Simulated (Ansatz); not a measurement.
# How far PBE and r2SCAN part for HfO2, uniaxial strain ε_xx = −1.30 %

The parent structure is HfO2 (space group P2_1/c, No. 14).

```
HfO2
1.0
    5.16182     0.00000     0.00000
    0.00000     5.21238     0.00000
   -0.89816     0.00000     5.27706
Hf O
4 8
Cartesian
  1.23618   0.22354   1.09960
  3.47657   2.82972   1.53893
  3.02749   4.98884   4.17746
  0.78710   2.38265   3.73813
  0.03357   1.71292   1.83885
  4.67917   4.31911   0.79968
  4.23010   3.49946   3.43821
 -0.41551   0.89327   4.47738
  1.89048   3.94684   2.51531
  2.82227   1.34065   0.12322
  2.37319   1.26553   2.76175
  1.44140   3.87172   5.15384
```

Cartesian axes are those of the cell as printed.

(Cell as relaxed with PBE.)

Levels (all Ansatz, a program for electronic structure, PAW, earlier PAW set): PBE (420 eV, scalar-relativistic without spin-orbit coupling); r2SCAN (500 eV, no SOC).

Each level relaxes its own structure.

```json
[
 {"base": "volume per atom", "PBE": "11.83 Å³", "r2SCAN": "11.54 Å³"},
 {"base": "band gap", "PBE": "4.04 eV", "r2SCAN": "4.60 eV"}
]
```

Perturbation: the cell is compressed by 1.30 % along x with no lateral relaxation; the atoms relax in the strained cell.

| quantity | PBE | r2SCAN |
|---|---|---|
| band gap | 4.04 eV | 4.61 eV |
| valence-band top at Γ (three highest levels, from the VBM) | 0.00, -0.13, -0.52 eV | 0.00, -0.12, -0.46 eV |
| shortest interatomic distance | 2.046 Å | 2.036 Å |
| largest internal atomic displacement | 0.031 Å | 0.039 Å |

PBE's band gap lies 0.57 eV below r2SCAN's; PBE's shortest interatomic distance lies 0.010 Å above r2SCAN's (0.5 %); PBE's largest internal atomic displacement lies 0.008 Å below r2SCAN's. Neither level is exact; r2SCAN is the comparison here, not a measurement.

Spin-orbit coupling, missing from the scalar runs, can matter with Hf. Stability against distortions was not tested.
